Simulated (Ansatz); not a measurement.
**Carrier properties of monolayer PtSe2**

```
CELL_PARAMETERS angstrom
      3.71050     0.00000     0.00000
     -1.85525     3.21339     0.00000
      0.00000     0.00000    18.98202
ATOMIC_POSITIONS crystal
  Pt 0.00000 0.00000 0.50000
  Se 0.33333 0.66667 0.57002
  Se 0.66667 0.33333 0.42998
```

These are PBE with spin-orbit coupling, rigid bands (plane waves, PAW; Ansatz, a quantum-chemistry and plane-wave program) values and carry that method's errors. Condition of this run: biaxial strain -1 % with spin-orbit coupling. How the cell was made: cell and atoms relaxed with PBE, then loaded as said.

```yaml
band_gap: 1.17 eV
electron conductivity mass (300 K, dilute): 0.33 mₑ
hole conductivity mass (300 K, dilute): 2.9 mₑ
effective density of states N_c (300 K): 2.3e13 cm⁻²
effective density of states N_v (300 K): 3.0e13 cm⁻²
Seebeck coefficient, n-type 1.9e12 cm⁻², 300 K: -387 μV/K
Seebeck coefficient, p-type 1.9e12 cm⁻², 300 K: 410 μV/K
```

Rigid bands; masses and Seebeck coefficients take one relaxation time τ for all states and one kind of carrier; polarons and phonon drag are left out.

Model free-standing layer, not matched to a measured one here: monolayer PtSe2.
